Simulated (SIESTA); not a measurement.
How a calculation on Na3YI6 (Fm-3m, 10 atoms in the cell) responds to its settings

```yaml
crystal:
  lattice:
    - [0.00000, 6.10780, 6.10780]
    - [6.10780, 0.00000, 6.10780]
    - [6.10780, 6.10780, 0.00000]
  atoms:
    - { symbol: Na, position: [0.75000, 0.75000, 0.75000] }
    - { symbol: Na, position: [0.25000, 0.25000, 0.25000] }
    - { symbol: Na, position: [0.50000, 0.50000, 0.50000] }
    - { symbol: Y, position: [0.00000, 0.00000, 0.00000] }
    - { symbol: I, position: [0.75377, 0.24623, 0.24623] }
    - { symbol: I, position: [0.24623, 0.75377, 0.75377] }
    - { symbol: I, position: [0.24623, 0.75377, 0.24623] }
    - { symbol: I, position: [0.75377, 0.24623, 0.75377] }
    - { symbol: I, position: [0.24623, 0.24623, 0.75377] }
    - { symbol: I, position: [0.75377, 0.75377, 0.24623] }
```

Base run A: GGA PBEsol, numerical atomic orbitals DZP, PseudoDojo PBEsol standard norm-conserving potentials (rewritten from UPF to PSML) in SIESTA, self-consistent single point.

Its settings: XC.functional = GGA; XC.authors = PBEsol; potentials = PseudoDojo PBEsol standard; PAO.BasisSize = DZP; PAO.EnergyShift = 0.01 Ry; MeshCutoff = 350 Ry; kgrid.MonkhorstPack = 3 3 3 shifted by 0.5 0.5 0.5; OccupationFunction = FD; ElectronicTemperature = 10 K; MaxSCFIterations = 150; SCF.Mixer.Method = Broyden; SCF.Mixer.Weight = 0.2; SCF.Mixer.History = 8; SCF.DM.Tolerance = 1.0E-04.

The starting cell comes from a database of computed structures (which also holds hypothetical and non-ambient phases and stackings), without a prior relaxation at this level. Spin-orbit coupling is off. Values carry the incompleteness of an atom-centred basis. The shifted mesh does not hold Γ, so a gap read on it misses any band edge there.

Run A gave: pressure (GPa) -2.18; largest force (eV/Å) 0.138; gap on the mesh (eV) 2.643; basis size 124.

Runs:
- B: PAO.BasisSize: DZP → SZ
- C: PAO.BasisSize: DZP → SZP
- D: PAO.BasisSize: DZP → DZ
- E: PAO.BasisSize: DZP → TZP

### Question
What does run C change against A?

### Answer
The pressure moves little (-2.18 to -2.16 GPa), the largest force goes from 0.138 to 0.083 eV/Å and the gap on the mesh goes from 2.643 to 2.575 eV.

### Question
What does run B change against A?

### Answer
The pressure goes from -2.18 to -2.37 GPa, the largest force goes from 0.138 to 0.321 eV/Å and the gap on the mesh goes from 2.643 to 2.082 eV.

```
run  pressure (GPa)  largest force (eV/Å)  gap on the mesh (eV)  basis size
---  --------------  --------------------  --------------------  ----------
A             -2.18                 0.138                 2.643         124
B             -2.37                 0.321                 2.082          49
C             -2.16                 0.083                 2.575          91
D             -2.22                 0.195                 2.608          82
E             -2.29                 0.138                 2.596         157
```

Left out of this page: 1 run of the series failed or unconverged.
